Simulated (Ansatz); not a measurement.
Take GaN in the zinc blende structure (space group F-43m, No. 216) as the base.

```
CELL_PARAMETERS angstrom
      0.00000     2.24895     2.24895
      2.24895     0.00000     2.24895
      2.24895     2.24895     0.00000
ATOMIC_POSITIONS crystal
  Ga 0.00000 0.00000 0.00000
  N  0.25000 0.25000 0.25000
```

Cartesian axes are those of the cell as printed.

The values are results of r2SCAN (Ansatz, a quantum-chemistry and plane-wave program, PAW, spin-orbit coupling left out), not measurements.

Strains are applied to the cell and any free atomic positions relax; under biaxial strain the out-of-plane vector relaxes too.

One change was made to it. Results:

```tsv
quantity	base	after
band gap	2.17 eV	2.11 eV
valence-band top at Γ (three highest levels, from the VBM)	0.00, 0.00, 0.00 eV	0.00, -0.05, -0.05 eV
volume per atom	11.37 Å³	11.43 Å³
```

Task: Which change produced these results?
A. biaxial strain +1.50 %, plane normal [001], relaxed out of plane
B. biaxial strain +1.00 %, plane normal [001], relaxed out of plane
C. biaxial strain +0.50 %, plane normal [001], relaxed out of plane

Result: C, biaxial strain +0.50 %, plane normal [001], relaxed out of plane. For comparison, the band gap in the other runs: biaxial strain +1.50 %, plane normal [001], relaxed out of plane gives 1.98 eV; biaxial strain +1.00 %, plane normal [001], relaxed out of plane gives 2.04 eV.

No phonon test of stability was made. This is not the structure that GaN has at room temperature and ambient pressure.
